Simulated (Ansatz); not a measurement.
Ansatz (a quantum-chemistry and plane-wave program) run on BaTiO3 (Pm-3m, 5 atoms in the cell): relaxation of cell and atoms.

Method: PBE (plane waves, PAW; Ansatz).

The change in words: atoms on their sites; basis.ecutwfc: 30.9 Ry → 18.4 Ry; relax: default → cell and atoms. Reference geometry:
```xyz
5
Lattice="4.0120 0.0000 0.0000 0.0000 4.0120 0.0000 0.0000 0.0000 4.0120" Properties=species:S:1:pos:R:3 pbc="T T T"
Ba     0.0000     0.0000     0.0500
Ti     2.0060     2.0060     2.0060
O      2.0060     0.0000     2.0060
O      0.0000     2.0060     2.0060
O      2.0060     2.0060     0.0000
```

Reference input (self-consistent single point, DFT, PBE, plane waves, default PAW files): basis.ecutwfc = 30.9 Ry; kpoints.mp_grid.grid = 6 6 6; hamiltonian.xc = pbe; hamiltonian.pseudopotentials = {kind: paw} (the program's default PAW files); scf.occupations.method = fermi_dirac; scf.occupations.width = 0.0007 Ry. This run's input differs from it in these lines:

Ansatz 0.2 input:
```diff
@@ -7,3 +7,3 @@
   atoms:
-    - { symbol: Ba, position: [0.00000000, 0.00000000, 0.01246300] }
+    - { symbol: Ba, position: [0.00000000, 0.00000000, 0.00000000] }
     - { symbol: Ti, position: [0.50000000, 0.50000000, 0.50000000] }
@@ -13,3 +13,3 @@
 basis:
-  ecutwfc: 30.9 Ry
+  ecutwfc: 18.4 Ry
 kpoints:
@@ -21,2 +21,4 @@
   occupations: { method: fermi_dirac, width: 0.0007 Ry }
+relax:
+  cell: {}
 output:
```

Log, with long lists cut:

```
   [... SCF lines of the steps left out ...]
relax step   1: F+E_penalty+E_count = -10153.11438073 eV  Δ(F+E_penalty+E_count) = +0.000e0 eV  max|allowed force component| = 1.125e-28 eV/Å  Δτ_max = 0.0000 Å  P = -4.536 GPa  Ω = 64.578 Å³  (6 SCF iters, dr2 threshold 1.00e-7 eV, accepted)
relax step   2: F+E_penalty+E_count = -10153.91375247 eV  Δ(F+E_penalty+E_count) = -7.994e-1 eV  max|allowed force component| = 6.469e-30 eV/Å  Δτ_max = 0.0000 Å  P = +8.409 GPa  Ω = 62.747 Å³  energy of the carried Pulay correction = +8.207e-1 eV  [...]
   [... lines left out ...]
relax step 119: F+E_penalty+E_count = -10153.14894526 eV  Δ(F+E_penalty+E_count) = +1.337e-2 eV  max|allowed force component| = 1.153e-28 eV/Å  Δτ_max = 0.0000 Å  P = -0.001 GPa  Ω = 63.148 Å³  energy of the carried Pulay correction = -1.339e-2 eV  [...]
relax step 120: F+E_penalty+E_count = -10153.26921810 eV  Δ(F+E_penalty+E_count) = -1.203e-1 eV  max|allowed force component| = 5.848e-29 eV/Å  Δτ_max = 0.0000 Å  P = -0.366 GPa  Ω = 63.148 Å³  stress off target by 3.66e-1 GPa  SCF on the basis [...]
basis re-selected at this cell: Δ(F+E_penalty+E_count) = -1.203e-1 eV, ΔP = -0.365 GPa vs the last step
   [... lines left out ...]
Free energy (F): -10153.269218 eV
Fermi energy:    11.399857 eV
Error: variable-cell relaxation did not converge after 120 `relax_step` rows, as none of its last 47 fresh-basis SCF(s) at a relaxed cell met both thresholds with a finite energy. The last misses `relax.cell.stress_tol`: largest allowed force component 5.85e-29 eV/Å (`relax.f_tol` 1.00e-2 eV/Å), stress off the target on the free part of the cell 3.66e-1 GPa (`relax.cell.stress_tol` 5.00e-2 GPa), F+E_penalty+E_count -10153.26921810 eV. The closest is row 40, whose structure comes with this error. Larger ratio of force or stress to its threshold at each such SCF whose figures are numbers: 47.863, 25.640, 7.283, 5.970, 4.744, 7.703, 4.508, 7.178, 4.961, 4.078, 8.087, 4.289, 7.357, [...]
   [... lines left out ...]
to start a new deck from the relaxed geometry:
  cell:  # Å, volume = 63.1316 Å³
    - [3.981825495943156, 7.703719777548954e-34, 8.732888591580873e-33]
    - [1.5407439555097904e-33, 3.981825495943156, 3.587044521421227e-33]
    - [8.732888591580873e-33, 3.587044521421227e-33, 3.981825495943156]
  atoms:
    - { symbol: Ba, position: [-2.281648897289185e-45, 6.695608695080807e-47, 3.3608794876309863e-46] }
    - { symbol: Ti, position: [0.49999999999999994, 0.49999999999999994, 0.49999999999999994] }
    - { symbol: O, position: [0.49999999999999994, -4.148130830063088e-46, 0.49999999999999994] }
    - { symbol: O, position: [7.107415917077167e-46, 0.49999999999999994, 0.49999999999999994] }
    - { symbol: O, position: [0.49999999999999994, 0.49999999999999994, 1.1289758135429434e-47] }
```

The relaxation ended unconverged.  The full log also holds: “iter 5 did not close the SCF: its close was put off for the readings that it lacked (scf_convergence_deferred on its scf_iter line)”. The full log also holds: “iter 4 did not close the SCF: its close was put off for the readings that it lacked (scf_convergence_deferred on its scf_iter line)”.

The starting cell has typed, rounded lattice constants, without a prior relaxation at this level. Its lattice was rescaled by up to half a per cent. The cutoff lies below the one recommended for these files.

Cost on one core of a shared machine: roughly 2 min.
